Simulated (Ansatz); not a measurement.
## One base run on InSbO₃ (Pm-3m, 5 atoms in the cell) and variants with one or two settings moved

```
CELL_PARAMETERS angstrom
      4.04915     0.00000     0.00000
      0.00000     4.04915     0.00000
      0.00000     0.00000     4.04915
ATOMIC_POSITIONS crystal
  In 0.00000 0.00000 0.00000
  Sb 0.50000 0.50000 0.50000
  O  0.50000 0.50000 0.00000
  O  0.00000 0.50000 0.50000
  O  0.50000 0.00000 0.50000
```

Base run A: r2SCAN, default PAW files made with PBE (Ansatz, a first-principles code), self-consistent single point.

Its settings: basis.ecutwfc = 500 eV; kpoints.mp_grid.grid = 6 6 6; hamiltonian.xc = r2scan; hamiltonian.pseudopotentials = {kind: paw} (the program's default PAW files); scf.occupations.method = cold; scf.occupations.width = 0.05 eV.

The starting cell comes from a database of computed structures (which also holds hypothetical and non-ambient phases and stackings), without a prior relaxation at this level. Its lattice was rescaled by a random factor within 2.5 % of one. Ansatz's pressure includes its estimate of the finite-basis (Pulay) stress. The run gives no clean gap (levels at the Fermi energy touch, overlap or are partly filled at this smearing), which alone does not show that the compound is a metal.

ΔF is the free energy per atom less that of run A. 

| run | change | ΔF (meV/atom) | pressure (GPa) | k-points |
|---|---|---|---|---|
| A | base | 0.00 | 0.04 | 20 |
| B | scf.convergence.dr2_threshold: default (1e-07 eV) → 1e-10 eV | 0.00 | 0.04 | 20 |
| C | scf.occupations.width: 0.05 eV → 0.1 eV | 0.02 | 0.05 | 20 |
| D | scf.occupations.width: 0.05 eV → 0.01 eV | 0.10 | 0.04 | 20 |
| E | crystal.symmetry.detect: default → false | 0.00 | 0.04 | 112 |
| F | kpoints.mp_grid.grid: 6 6 6 → 11 11 11 | 6.2 | 0.54 | 56 |
| G | scf.mixing.algorithm: default (the program chose MSR1) → anderson; scf.mixing.beta: default → 1 | 0.00 | 0.04 | 20 |
| H | scf.mixing.algorithm: default (the program chose MSR1) → anderson | 0.00 | 0.04 | 20 |
| I | scf.algorithm: default → direct_min | 0.00 | 0.04 | 20 |
| J | scf.mixing.preconditioner: default (the program chose Resta) → kerker; scf.mixing.q_tf: default → 3 | 0.00 | 0.04 | 20 |

Run G against A: The free energy is nearly the same (within 1 meV/atom) and the pressure stays at 0.04 GPa.

Run F against A: The free energy goes up by 6.2 meV/atom and the pressure goes from 0.04 to 0.54 GPa.

Keys are those of Ansatz 0.2.
